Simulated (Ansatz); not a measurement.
Base system: WC (space group P-6m2, No. 187; a = 2.8991 Å, c = 2.8268 Å; relaxed with 0.1 eV smearing). Axes: x lies along a and z along c of the hexagonal cell.

Level of theory: plane-wave PAW DFT at the PBEsol level (Ansatz, a first-principles code, 420 eV), spin-orbit coupling left out.

Base values:

| Property | Value |
|---|---|
| Pressure | 0.0 GPa |

It is then changed as follows: uniaxial strain ε_zz = −1.50 %, all other strain components held at zero, atoms relaxed at fixed cell.

How does this affect the pressure?

The pressure (mean of the normal stresses, compression positive) goes from zero to 7.2 GPa.

Stability against distortions was not tested. The final runs are not spin-polarised.
